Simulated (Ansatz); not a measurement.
# A constructed model of the (0001) surface of hcp Mg, a layer of Al in place of the second plane (bottom of the slab: a bare face, its two planes held)

These are PBE (plane waves to 420 eV, PAW; Ansatz, a quantum-chemistry and plane-wave program) values and carry that method's errors.

Slab: 6 atoms, 12.7 Å thick at the start; k 13x13x1, smearing 0.1 eV, dipole-corrected; 2 atoms held, the rest relaxed; start symmetry kept, larger cells not searched; no spin, no spin-orbit, no U. It is one candidate, not shown to be the stable structure of the face.

The work function of the top face is 3.74 eV and the energy released by relaxation comes out as 0.016 eV. The cost is very roughly 50 core-seconds.
